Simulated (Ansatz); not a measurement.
Consider BN in the zinc blende structure (space group F-43m, No. 216; a = 3.625 Å).

Perturbation: cell and atoms relaxed at a pressure of 5 GPa.

Levels (all Ansatz, a first-principles code, PAW): PBE (420 eV, spin-orbit coupling left out); r2SCAN (500 eV, without spin-orbit coupling).

The geometry is relaxed with PBE.

| Quantity | Value |
|---|---|
| PBE electron mass | 0.91 mₑ along k, 0.30 mₑ across (at X) |
| PBE smallest direct gap | 8.86 eV |
| PBE pressure | 5.00 GPa |
| PBE width of the top valence band | 6.54 eV |

How does going to r2SCAN change the electron mass, smallest direct gap, pressure and width of the top valence band?

The electron mass goes from 0.91 mₑ along k, 0.30 mₑ across (at X) to 0.87 mₑ along k, 0.29 mₑ across (at X); the smallest direct gap goes up by 0.735 eV (8.86 eV → 9.59 eV); the pressure drops by 4.71 GPa (5.00 GPa → 0.29 GPa); the width of the top valence band goes up by 0.17 eV to 6.71 eV.

Single points use the geometry relaxed with PBE. Their cutoffs differ, which shifts pressures a little. Load acts through the strain it causes; cell and atoms are relaxed under it. Effective masses come from finite differences of ±0.01 Å⁻¹. Along k means along the line from Γ to the band edge. Whether these cells are dynamically stable was not tested. No other phases were tried under pressure.
